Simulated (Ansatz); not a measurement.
The starting structures come from a database of crystals and need not be the phases stable at ambient conditions.

## Evanescent states of MgCdTe2 (P-4m2, not sure to be the ambient phase, 4 atoms a cell, 34.5 Å³ an atom) along the normal of (001)

Computed with PBEsol (plane waves, PAW; Ansatz, a quantum-chemistry and plane-wave program).

The gap is the functional's own, uncorrected, and κ follows it; spin-orbit coupling is left out. Mid-gap values are interpolated between the computed energies.

Energies count from the valence-band top; κ is the least over a 8×8 mesh across the current.

```
E (eV)  κ (1/Å)  where
------  -------  -----
0.04      0.052      Γ
0.12      0.070      Γ
0.20      0.083      Γ
0.28      0.092      Γ
0.36      0.098      Γ
0.44      0.103      Γ
0.52      0.106      Γ
0.60      0.107      Γ
0.68      0.107      Γ
0.76      0.106      Γ
0.84      0.103      Γ
0.92      0.099      Γ
1.00      0.092      Γ
1.08      0.084      Γ
1.16      0.073      Γ
1.24      0.057      Γ
1.32      0.030      Γ
```

Task: How thick must the barrier be to attenuate the transmission by 10^4 when the electrodes' Fermi level lies at 0.04 eV, and what attenuation does that film give at 0.76 eV?

Result: d = 4 ln 10 / (2 × 0.052) = 88.6 Å. At 0.76 eV it gives 4 × 0.106/0.052 = 8.2 decades.
